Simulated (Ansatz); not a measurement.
The starting structures come from a database of crystals and need not be the phases stable at ambient conditions.

The decay constant κ of evanescent states in the gap governs leakage through a thin film.

```xyz
2
Lattice="4.1987 0.0000 0.0000 -2.0994 3.6362 0.0000 2.0994 -1.2121 3.4282" Properties=species:S:1:pos:R:3 pbc="T T T"
Mg     0.0000     0.0000     0.0000
Se     0.0000     2.4241     0.8571
```

Space group of this cell: F-43m, zinc blende. The cell is taken as given; by LDA its mean pressure is -1.6 GPa.

Transport runs along the normal of the first two printed cell vectors, the (111) plane of the conventional cell.

The gap is the functional's own. No spin-orbit coupling. Mid-gap values are interpolated on the energy grid.

Problem. Compute, with LDA (Ansatz, a first-principles code), the band gap and the smallest decay constant κ at mid-gap.

Solution. Gap 2.40 eV on a 10×10×10 mesh; κ = 0.164 1/Å, at the zone centre.
